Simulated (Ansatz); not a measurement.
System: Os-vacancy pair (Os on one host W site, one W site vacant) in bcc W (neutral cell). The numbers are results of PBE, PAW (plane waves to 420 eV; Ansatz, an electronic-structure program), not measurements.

36-site cell at the relaxed PBE lattice, a 2×2×3 k-point mesh shifted by half a step, smearing 0.10 eV, spin-restricted, no finite-size correction. Static, classical nuclei. Spin-orbit coupling is left out. Forms of the defect that were not tried may lie lower.

Barriers: single points on a 3×3×5 k-point mesh shifted by half a step at the bands' geometries (they differ from the bands' own by up to 0.16 eV, and are uncertain by about as much).

The step: Os and the vacancy change places (Os-vacancy distance between ideal sites 2.76 Å throughout). Atoms about the jump, Cartesian Å from the middle of the jump, before and after:

```json
[
 {"atom": "Os1", "x0": "-0.80", "y0": "-0.80", "z0": "-0.79", "x1": "0.80", "y1": "0.80", "z1": "0.79"},
 {"atom": "W2", "x0": "2.36", "y0": "-0.78", "z0": "-0.77", "x1": "2.36", "y1": "-0.79", "z1": "-0.80"},
 {"atom": "W3", "x0": "-0.78", "y0": "2.36", "z0": "-0.77", "x1": "-0.79", "y1": "2.36", "z1": "-0.79"},
 {"atom": "W4", "x0": "0.79", "y0": "-2.36", "z0": "0.80", "x1": "0.78", "y1": "-2.36", "z1": "0.77"},
 {"atom": "W5", "x0": "-2.36", "y0": "0.79", "z0": "0.79", "x1": "-2.36", "y1": "0.78", "z1": "0.77"},
 {"atom": "W6", "x0": "-0.78", "y0": "-0.78", "z0": "2.36", "x1": "-0.79", "y1": "-0.79", "z1": "2.38"},
 {"atom": "W7", "x0": "0.79", "y0": "0.79", "z0": "-2.38", "x1": "0.78", "y1": "0.78", "z1": "-2.36"},
 {"atom": "W8", "x0": "2.37", "y0": "2.37", "z0": "-0.78", "x1": "2.39", "y1": "2.39", "z1": "-0.81"},
 {"atom": "W9", "x0": "2.37", "y0": "-0.78", "z0": "2.37", "x1": "2.37", "y1": "-0.80", "z1": "2.39"},
 {"atom": "W10", "x0": "-0.78", "y0": "2.36", "z0": "2.37", "x1": "-0.80", "y1": "2.37", "z1": "2.39"},
 {"atom": "W11", "x0": "-2.39", "y0": "-2.39", "z0": "0.81", "x1": "-2.37", "y1": "-2.37", "z1": "0.78"},
 {"atom": "W12", "x0": "0.80", "y0": "-2.37", "z0": "-2.39", "x1": "0.78", "y1": "-2.37", "z1": "-2.37"},
 {"atom": "W13", "x0": "-2.37", "y0": "0.80", "z0": "-2.39", "x1": "-2.36", "y1": "0.78", "z1": "-2.37"}
]
```

Question: Predict the transition state.

Answer: 
| atom | x | y | z |
|---|---|---|---|
| Os1 | 0.05 | 0.06 | 0.05 |
| W2 | 2.42 | -0.81 | -0.81 |
| W3 | -0.81 | 2.43 | -0.81 |
| W4 | 0.80 | -2.41 | 0.78 |
| W5 | -2.41 | 0.80 | 0.78 |
| W6 | -0.81 | -0.81 | 2.43 |
| W7 | 0.79 | 0.79 | -2.44 |
| W8 | 2.33 | 2.33 | -0.77 |
| W9 | 2.34 | -0.77 | 2.33 |
| W10 | -0.77 | 2.34 | 2.33 |
| W11 | -2.34 | -2.34 | 0.74 |
| W12 | 0.76 | -2.35 | -2.35 |
| W13 | -2.35 | 0.76 | -2.35 |
It lies 1.53 eV above the start and 1.53 eV above the end. The saddle point's order was not checked, and it lies on a symmetry element of the cell, where a band can be held.
